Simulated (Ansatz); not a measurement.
# Effect of uniaxial strain ε_yy = −0.19 % on Cs

Start from Cs in the bcc (W type) structure (space group Im-3m, No. 229; a = 6.2752 Å). Axes: x, y, z lie along the cube axes.

The change: uniaxial strain ε_yy = −0.19 %, all other strain components held at zero; the atoms relax in the strained cell.

Method: DFT with r2SCAN, PAW potentials and a 500 eV plane-wave cutoff in Ansatz (a first-principles code), no spin-orbit coupling. k-mesh 11×11×11 (Γ-centred); smearing 0.05 eV (Fermi–Dirac).

```json
[
 {"quantity": "volume per atom", "base": "123.55 Å³", "changed": "123.32 Å³", "shift": "-0.23 Å³"},
 {"quantity": "space group", "base": "Im-3m (No. 229)", "changed": "I4/mmm (No. 139)", "shift": "–"},
 {"quantity": "energy relative to the base (free energy F)", "base": "0 meV/atom", "changed": "0.0 meV/atom", "shift": "0.0 meV/atom"},
 {"quantity": "band gap", "base": "zero", "changed": "zero", "shift": "–"},
 {"quantity": "stress (xx, yy, zz, yz, xz, xy; compression positive) (rough)", "base": "–", "changed": "(0.0, 0.0, 0.0, 0.0, 0.0, 0.0) GPa", "shift": "–"}
]
```

Final structure:

```yaml
crystal:
  lattice:
    - [-3.13761, 3.13165, 3.13761]
    - [3.13761, -3.13165, 3.13761]
    - [3.13761, 3.13165, -3.13761]
  atoms:
    - { symbol: Cs, position: [0.00000, 0.00000, 0.00000] }
```

Without a gap, meshes like the base's 11×11×11 leave anisotropic stresses uncertain by several tenths of a GPa, and small strain energies with them. Whether these cells are dynamically stable was not tested. All final runs are without spin polarisation.
